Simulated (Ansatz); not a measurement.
Consider PbF2 in the fluorite structure (space group Fm-3m, No. 225; a = 6.001 Å).

Method: PBE in Ansatz (plane waves to 420 eV, PAW, scalar-relativistic without spin-orbit coupling).

One change was made to it. Results:

The smallest direct gap is nearly the same (4.56 eV against 4.55 eV); the width of the top valence band rises by 0.59 eV to 2.35 eV; the gap character remains indirect, W → X.

Question: What was done to the base?
(A) pressure 0.7 GPa
(B) pressure −1 GPa
(C) pressure 3 GPa
(D) pressure 7.5 GPa
(E) pressure 0.3 GPa

Answer: D, pressure 7.5 GPa. For comparison, the width of the top valence band in the other runs: pressure 0.3 GPa gives 1.79 eV; pressure 0.7 GPa gives 1.82 eV; pressure −1 GPa gives 1.67 eV; pressure 3 GPa gives 2.01 eV.

Spin-orbit coupling, missing from the scalar runs, can matter with Pb. Load acts through the strain it causes; cell and atoms are relaxed under it. No phonon test of stability was made. Competing high-pressure phases were not computed.

Ansatz is a first-principles code.
